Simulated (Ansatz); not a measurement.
Si (Fd-3m), Ansatz (a program for electronic structure) with r2SCAN with spin-orbit coupling, rigid bands: N_c = 2.95e19 cm⁻³ at 300 K and an electron conductivity mass of 0.281 mₑ.

Problem. For 1e16 electrons per cm³ at 300 K, place the Fermi level, estimate the Seebeck coefficient of a parabolic band with constant τ, and give mobility and conductivity for τ = 20 fs.

Solution. The level lies k_BT ln(N_c/n) = 0.207 eV below the conduction-band minimum. S ≈ −(k_B/e)[ln(N_c/n) + 5/2] = -904 μV/K, against -900 μV/K from the full bands (mean over directions). μ = eτ/m = 125 cm²/(V·s) and σ = neμ = 0.201 S/cm. τ is assumed, not computed.

Band transport and this doping are assumed; polarons and phonon drag are left out. Geometry: cell and atoms relaxed with PBEsol.
